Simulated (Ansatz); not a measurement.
## Element substitutions in GeSe

Start from GeSe in the rock salt structure (space group Fm-3m, No. 225; a cell from a computed database, its experimental status unchecked).

```yaml
crystal:
  lattice:
    - [0.00000, 2.78050, 2.78050]
    - [2.78050, 0.00000, 2.78050]
    - [2.78050, 2.78050, 0.00000]
  atoms:
    - { symbol: Ge, position: [0.00000, 0.00000, 0.00000] }
    - { symbol: Se, position: [0.50000, 0.50000, 0.50000] }
```

Each row replaces one element on all its sites; cell and atoms are relaxed.

Computed with PBEsol (Ansatz, a quantum-chemistry and plane-wave program, PAW, spin-orbit coupling left out).

```tsv
change	density	shortest interatomic distance
base	5.86 g/cm³	278.0 pm
Ge → As	6.12 g/cm³	275.3 pm
Ge → Rh	9.14 g/cm³	254.7 pm
Ge → C	6.47 g/cm³	226.8 pm
```

No phonon test of stability was made. As relaxed here, AsSe, RhSe and CSe are hypothetical phases, not in the database extracts checked. The final runs are not spin-polarised. An odd electron count without spin: AsSe and RhSe. RhSe has a high density of states at the Fermi level and may be magnetic at this level.
